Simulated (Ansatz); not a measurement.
**Response to strain in Ir**

The reference is Ir in the fcc (Cu type) structure (space group Fm-3m, No. 225; a = 3.831 Å; relaxed with 0.1 eV smearing). Axes: x, y, z lie along the cube axes.

Strains are applied to the cell and any free atomic positions relax; under biaxial strain the out-of-plane vector relaxes too.

Level of theory: PBEsol, PAW, 420 eV (Ansatz, an electronic-structure program; without spin-orbit coupling).

```tsv
biaxial strain, plane normal [111], relaxed out of plane (%)	out-of-plane strain (%)
-2.5	1.32
-2.08	1.09
-1.67	0.87
-1.25	0.65
-0.83	0.43
-0.42	?
0	0.00
```

Fit ε⊥ = −νε + γε² (strains in %) to the rows shown and predict the withheld row.

Least squares on the printed values gives ν = 0.51 (the biaxial Poisson response) and γ = 0.007 (largest residual 0.00 %); this predicts 0.22 %, and the run gives 0.22 %, in agreement.

Stability against distortions was not tested. All final runs are without spin polarisation.
